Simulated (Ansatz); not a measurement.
Take InP in the zinc blende structure (space group F-43m, No. 216; a = 5.907 Å) as the base.

Computed with r2SCAN (Ansatz, a program for electronic structure; PAW; 500 eV plane waves; without spin-orbit coupling).

Before the change:

```
Item                       Value
-------------------  -----------
Gap character        direct at Γ
Lattice parameter a      5.907 Å
```

Now apply this change: cell and atoms relaxed at a pressure of 9 GPa.

### Question
What happens to the gap character?

### Answer
The gap character remains direct at Γ.

### Question
What happens to the lattice parameter a?

### Answer
The lattice parameter a decreases by 0.2014 Å (5.907 Å → 5.705 Å).

Load acts through the strain it causes; cell and atoms are relaxed under it. Whether these cells are dynamically stable was not tested. Tetrahedral semiconductors of this kind turn to denser phases somewhere between about 1 and 50 GPa; those were not computed, so compressed cells here can lie past the real transition.
